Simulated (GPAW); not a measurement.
# σxx against uniaxial strain in fcc Al (space group 225): C11 (GPAW, PBEsol)

```yaml
crystal:
  lattice:
    - [0.00000, 2.00877, 2.00877]
    - [1.97863, 0.00000, 2.00877]
    - [1.97863, 2.00877, 0.00000]
  atoms:
    - { symbol: Al, position: [0.00000, 0.00000, 0.00000] }
```

Computed with PBEsol, GPAW PAW datasets PBEsol (made by gpaw-setup) (plane waves; GPAW 25.7.0). Settings: mode = pw; ecut = 585 eV; xc = PBEsol; kpts = 38 38 38; mesh shift (steps) = 0 0 0; occupations.name = fermi-dirac; occupations.width = 0.05 eV; nbands = -5; convergence.density = 1e-06 e/electron; convergence.energy = 1e-06 eV/electron; symmetry.symmorphic = false; symmetry.tolerance = 0.0005; maxiter = 150. The cell above is the first row's. The rows stretch one cube axis (x) by the strain ε and hold the other two. Stress is positive in tension. In all rows the k mesh is held.

```csv
ε (%),σxx (GPa)
-1.5,-1.81
-1.0,-1.17
-0.5,-0.57
0.0,0.00
0.5,0.55
1.0,1.10
1.5,1.62
2.0,?
```

Fit σxx of the 7 rows that show it with a parabola. Least squares gives σxx = 0.002 + 1.1393·ε - 0.0424·ε². Residuals (row less fit): -0.008, 0.010, 0.008, -0.002, -0.011, 0.001, 0.004; standard error 0.010 (degrees of freedom: 4). The slope at ε = 0, 1.1393 GPa per cent, gives C11 ≈ 100 × 1.1393 = 114 GPa, for the static lattice.

**Question.** What does the fit predict for σxx at ε = 2.0, and how far is the calculated value from it?

**Answer.** σxx = 0.002 + 1.1393 × 2.0 - 0.0424 × 2.0² = 2.111 GPa. The calculation gives 2.12 GPa, 0.009 GPa above the prediction (0.2 % of the range of σxx in the table). The row lies outside the fitted rows, so this is an extrapolation. From the scatter of the fitted rows alone, a prediction at this place has a standard error of 0.018 GPa, so the miss is 0.5 times that.

Carrying the step between the two nearest rows on in a straight line would have given 2.14, off by 0.02; series whose last step already gives the withheld value aren't shown. The reference cell has the volume at which an earlier scan in this program and functional put its minimum by a fit. The unstrained cell stands at a pressure of 0.00 GPa, and the constants belong to that pressure. Without a gap such slopes are sensitive to mesh and smearing. Cutoffs and mesh are single choices, not tested for convergence of this quantity. Series with a scatter that would blur these digits, or in which a gap closes, are not shown. Strain series were run only where this level's volume lies within 10 % of a first guess from the measured size.
